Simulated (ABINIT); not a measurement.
ABINIT 10.0.3, DFT, PBE, plane waves, PseudoDojo 0.5 standard norm-conserving PBE (local tails restored to the Coulomb form): GaP (from the phase in space group 216, mp-2490), 2 atoms. Basis and mesh were picked for this test and aren't claimed converged.

```json
{
  "cell": "3.85, 3.85, 3.85 Å; 60, 60, 60°",
  "task": "scf",
  "ecut": "40 Ha",
  "nband": "16",
  "k mesh (ngkpt)": "6×6×6",
  "shiftk": "0×0×0",
  "nstep": "100",
  "tolvrs": "1e-09",
  "occopt": "7",
  "tsmear": "0.002 Ha",
  "prtwf": "0",
  "prtden": "0",
  "paral_kgb": "1",
  "ranks over k-points and spins (np_spkpt)": "2",
  "ranks over bands (npband)": "1",
  "ranks over FFT planes (npfft)": "1",
  "bands a rank in one block (bandpp)": "16",
  "wfoptalg": "114",
  "nline": "4 (default)",
  "kptopt": "1 (default)",
  "k-points after symmetry": "16",
  "bands": "16",
  "symmetry_operations": "24"
}
```

Settings of this run: diemac = 12, iscf = 2, dielng = 1.07748, iprcel = 0; 2 ranks.

```
iteration  deltaE (Ha)     residm      vres2
---------  -----------  ---------  ---------
1           -8.342E+01  9.616E-05  1.070E+02
2           -9.533E-03  5.303E-07  2.200E+01
3           -1.741E-03  3.053E-07  4.364E+00
4           -3.662E-04  3.579E-08  9.999E-01
5           -8.954E-05  8.505E-09  2.524E-01
6           -2.352E-05  2.041E-09  6.524E-02
7           -6.337E-06  8.824E-10  1.769E-02
8           -1.744E-06  4.500E-10  4.788E-03
9           -4.811E-07  1.958E-10  1.326E-03
10          -1.337E-07  7.744E-11  3.652E-04
11          -3.713E-08  2.759E-11  1.017E-04
12          -1.035E-08  9.559E-12  2.820E-05
13          -2.885E-09  3.099E-12  7.866E-06
14          -8.047E-10  9.920E-13  2.188E-06
15          -2.200E-10  3.053E-13  6.103E-07
16          -6.639E-11  9.302E-14  1.699E-07
17          -1.818E-11  2.774E-14  4.740E-08
18           4.263E-14  8.190E-15  1.321E-08
19          -2.643E-12  2.393E-15  3.683E-09
20          -3.212E-12  6.922E-16  1.026E-09
21           3.396E-12  1.995E-16  2.862E-10
```

It converged after 21 SCF iterations.

### Question
Which change of one setting makes this cycle converge in far fewer steps?

### Answer
Several could match; the one computed here: iscf = 4 (10 SCF iterations), all else kept. The other changes of this size gave: iscf = 3 (13). The first change moves the result by: energy under 0.001 meV/atom, pressure under 0.001 GPa. Counts are of single runs.
